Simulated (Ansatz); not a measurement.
# How the band gap of Zn4InGaO7 (P6₃/mmc, No. 194, 26 atoms in the cell; start mp-1153970) moves with the method

No measured value is used here.

| level (code) | value (eV) |
|---|---|
| LDA (Ansatz) | 1.01 |
| PBEsol (Ansatz) | ___ |
| r²SCAN (Ansatz) | 1.53 |
| HSE06 (Ansatz) | 2.78 |

Problem. Fill in the missing entries.

Solution. 
- PBEsol (Ansatz, a quantum-chemistry and plane-wave program), value (eV): 0.98

Computed values are for a static lattice. Spin–orbit coupling is included only where a level's name says +SOC; with heavier elements it mostly lowers gaps and can invert bands.  HSE06: the gap is read on the k mesh or supercell of the run alone and can be too large. Values are at the PBEsol cell. Cutoffs and k meshes differ between the levels. Ansatz's density-functional and Hartree–Fock values are scalar-relativistic unless marked +SOC, with PAW data made under PBE.

A start named mp-… is a Materials Project structure, which need not be a measured phase.
